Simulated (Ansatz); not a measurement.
Take Y in the hcp (Mg type) structure (space group P6_3/mmc, No. 194; a = 3.652 Å, c = 5.703 Å; relaxed with 0.1 eV smearing) as the base. Axes: x lies along a and z along c of the hexagonal cell.

(Cell as relaxed with PBE.)

Levels (all Ansatz, a quantum-chemistry and plane-wave program, PAW): PBE (420 eV, no spin-orbit coupling); PBEsol (420 eV, no spin-orbit coupling).

Each level relaxes its own structure.

```tsv
base	PBE	PBEsol
volume per atom	32.94 Å³	31.38 Å³
lattice parameter a	6.902 bohr	6.792 bohr
band gap	zero	zero
```

Modification: uniaxial stress, 0.5 GPa compression along z, with the cell and atoms free to relax against it.

```
quantity                                           PBE                   PBEsol
-----------------------------  -----------------------  -----------------------
strain response (xx, yy, zz)   (+0.17, +0.17, −0.72) %  (+0.16, +0.16, −0.69) %
shortest interatomic distance               6.675 bohr               6.568 bohr
```

PBE's shortest interatomic distance lies 0.107 bohr above PBEsol's (1.6 %). Neither level is exact; PBEsol is the comparison here, not a measurement.

Beyond what the load breaks, stability against distortions was not tested. All final runs are without spin polarisation.
